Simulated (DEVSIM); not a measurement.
Device: abrupt InP n-p junction, at 300 K.

| layer (left to right) | material | thickness (μm) | Nd (cm⁻³) | Na (cm⁻³) | τn (s) | τp (s) |
|---|---|---|---|---|---|---|
| 1 | InP | 13.0 | 3.1e15 | - | 4.2e-10 | 4.2e-10 |
| 2 | InP | 140 | - | 1.3e17 | 4.2e-10 | 4.2e-10 |

Left contact: ohmic. Right contact: ohmic. Voltage is applied to the left contact. Recombination: SRH at mid-gap, Auger. Mobility is μmin + (μ − μmin)/(1 + (N/Nref)^α).

The device is made up for the run: typed textbook-type constants, with dimensions and the other settings drawn at random. Values at 300 K; Nc and Nv go as T^1.5, mobilities as T to minus their exponent, the gap by Varshni's rule with the affinity fixed.

| parameter | InP |
|---|---|
| gap (eV) | 1.344 |
| affinity (eV) | 4.38 |
| permittivity | 12.5 |
| Nc (cm⁻³) | 5.7e17 |
| Nv (cm⁻³) | 1.1e19 |
| μn (cm²/Vs) | 5200 |
| μp (cm²/Vs) | 170 |
| μn,min | 400 |
| μp,min | 10 |
| Nref,n | 3e17 |
| Nref,p | 4.9e17 |
| αn | 0.47 |
| αp | 0.62 |
| T exponent of μn | 2 |
| T exponent of μp | 2 |
| Cn (cm⁶/s) | 9e-31 |
| Cp (cm⁶/s) | 9e-31 |
| Varshni α (eV/K) | 0.000363 |
| Varshni β (K) | 162 |

Simulated with DEVSIM: 1D drift-diffusion, Boltzmann statistics, complete ionisation; no tunnelling, impact ionisation, image-force lowering or self-heating.

Base results: largest field in the device at zero bias (V/cm) 32000; potential step across the device at zero bias (V) 1.094; dark forward voltage at 1 A/cm² (V) 0.876.

**Question.** What follows from this one change: doping Nd of layer 1 3.1e+15 → 3.1e+16 cm^-3?

**Answer.** largest field in the device at zero bias 32000 → 89000 V/cm; potential step across the device at zero bias 1.094 → 1.154 V; dark forward voltage at 1 A/cm² 0.876 → 0.928 V.

**Question.** What follows from this one change: temperature 300 → 500 K?

**Answer.** largest field in the device at zero bias little changed (32000 V/cm); potential step across the device at zero bias 1.094 → 0.796 V; dark forward voltage at 1 A/cm² 0.876 → 0.434 V.
